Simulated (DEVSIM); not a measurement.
Structure: abrupt GaP p-n junction, at 300 K.

| layer (left to right) | material | thickness (μm) | Nd (cm⁻³) | Na (cm⁻³) | τn (s) | τp (s) |
|---|---|---|---|---|---|---|
| 1 | GaP | 2.30 | - | 1.5e15 | 1.1e-7 | 1.1e-7 |
| 2 | GaP | 0.880 | 9.5e14 | - | 1.1e-7 | 1.1e-7 |

Left contact: ohmic. Right contact: ohmic. Voltage is applied to the left contact. Recombination: SRH at mid-gap, radiative. Mobility is μmin + (μ − μmin)/(1 + (N/Nref)^α).

Constants are typed, rounded textbook-type inputs, not results; the design itself was drawn at random and stands for no fabricated device. Values at 300 K.

```tsv
parameter	GaP
gap (eV)	2.26
affinity (eV)	3.8
permittivity	11.1
Nc (cm⁻³)	1.8e19
Nv (cm⁻³)	1.9e19
μn (cm²/Vs)	250
μp (cm²/Vs)	150
μn,min	10
μp,min	10
Nref,n	4.4e18
Nref,p	1e18
αn	0.8
αp	0.85
B (cm³/s)	1e-13
```

DEVSIM, 1D drift-diffusion, Boltzmann statistics, complete ionisation; no tunnelling, impact ionisation, image-force lowering or self-heating.

### Question
Tabulate band edges, carrier densities and field at 2.05 V on the left contact.

### Answer
Energies count from the Fermi level of the right contact; mesh points crowd at the junctions.

```json
[
 {"x (μm)": "0.000", "Ec (eV)": "-0.034", "Ev (eV)": "-2.294", "n (cm⁻³)": "< 1e2", "p (cm⁻³)": "1.5e15", "field (V/cm)": "1900"},
 {"x (μm)": "0.02014", "Ec (eV)": "-0.030", "Ev (eV)": "-2.290", "n (cm⁻³)": "1.1e14", "p (cm⁻³)": "1.5e15", "field (V/cm)": "1900"},
 {"x (μm)": "0.05680", "Ec (eV)": "-0.024", "Ev (eV)": "-2.284", "n (cm⁻³)": "2.8e14", "p (cm⁻³)": "1.6e15", "field (V/cm)": "1800"},
 {"x (μm)": "0.1236", "Ec (eV)": "-0.012", "Ev (eV)": "-2.272", "n (cm⁻³)": "5.0e14", "p (cm⁻³)": "1.8e15", "field (V/cm)": "1600"},
 {"x (μm)": "0.3048", "Ec (eV)": "0.013", "Ev (eV)": "-2.247", "n (cm⁻³)": "9.0e14", "p (cm⁻³)": "2.3e15", "field (V/cm)": "1200"},
 {"x (μm)": "0.5750", "Ec (eV)": "0.042", "Ev (eV)": "-2.218", "n (cm⁻³)": "1.3e15", "p (cm⁻³)": "2.8e15", "field (V/cm)": "950"},
 {"x (μm)": "1.067", "Ec (eV)": "0.083", "Ev (eV)": "-2.177", "n (cm⁻³)": "1.8e15", "p (cm⁻³)": "3.3e15", "field (V/cm)": "750"},
 {"x (μm)": "1.752", "Ec (eV)": "0.130", "Ev (eV)": "-2.130", "n (cm⁻³)": "2.2e15", "p (cm⁻³)": "3.7e15", "field (V/cm)": "640"},
 {"x (μm)": "2.010", "Ec (eV)": "0.146", "Ev (eV)": "-2.114", "n (cm⁻³)": "2.4e15", "p (cm⁻³)": "3.8e15", "field (V/cm)": "610"},
 {"x (μm)": "2.152", "Ec (eV)": "0.155", "Ev (eV)": "-2.105", "n (cm⁻³)": "2.4e15", "p (cm⁻³)": "3.9e15", "field (V/cm)": "550"},
 {"x (μm)": "2.230", "Ec (eV)": "0.158", "Ev (eV)": "-2.102", "n (cm⁻³)": "2.6e15", "p (cm⁻³)": "3.7e15", "field (V/cm)": "360"},
 {"x (μm)": "2.284", "Ec (eV)": "0.159", "Ev (eV)": "-2.101", "n (cm⁻³)": "2.8e15", "p (cm⁻³)": "3.4e15", "field (V/cm)": "-120"},
 {"x (μm)": "2.302", "Ec (eV)": "0.159", "Ev (eV)": "-2.101", "n (cm⁻³)": "3.0e15", "p (cm⁻³)": "3.2e15", "field (V/cm)": "-340"},
 {"x (μm)": "2.324", "Ec (eV)": "0.158", "Ev (eV)": "-2.102", "n (cm⁻³)": "3.1e15", "p (cm⁻³)": "3.0e15", "field (V/cm)": "≈ 0"},
 {"x (μm)": "2.381", "Ec (eV)": "0.160", "Ev (eV)": "-2.100", "n (cm⁻³)": "3.3e15", "p (cm⁻³)": "2.6e15", "field (V/cm)": "440"},
 {"x (μm)": "2.463", "Ec (eV)": "0.164", "Ev (eV)": "-2.095", "n (cm⁻³)": "3.2e15", "p (cm⁻³)": "2.3e15", "field (V/cm)": "650"},
 {"x (μm)": "2.611", "Ec (eV)": "0.175", "Ev (eV)": "-2.085", "n (cm⁻³)": "2.8e15", "p (cm⁻³)": "2.0e15", "field (V/cm)": "800"},
 {"x (μm)": "2.836", "Ec (eV)": "0.196", "Ev (eV)": "-2.064", "n (cm⁻³)": "2.2e15", "p (cm⁻³)": "1.3e15", "field (V/cm)": "1100"},
 {"x (μm)": "3.035", "Ec (eV)": "0.224", "Ev (eV)": "-2.036", "n (cm⁻³)": "1.4e15", "p (cm⁻³)": "7.6e14", "field (V/cm)": "1800"},
 {"x (μm)": "3.110", "Ec (eV)": "0.239", "Ev (eV)": "-2.021", "n (cm⁻³)": "1.2e15", "p (cm⁻³)": "4.6e14", "field (V/cm)": "2100"},
 {"x (μm)": "3.152", "Ec (eV)": "0.248", "Ev (eV)": "-2.012", "n (cm⁻³)": "1.0e15", "p (cm⁻³)": "2.2e14", "field (V/cm)": "2300"},
 {"x (μm)": "3.180", "Ec (eV)": "0.255", "Ev (eV)": "-2.005", "n (cm⁻³)": "9.5e14", "p (cm⁻³)": "< 1e2", "field (V/cm)": "2300"}
]
```
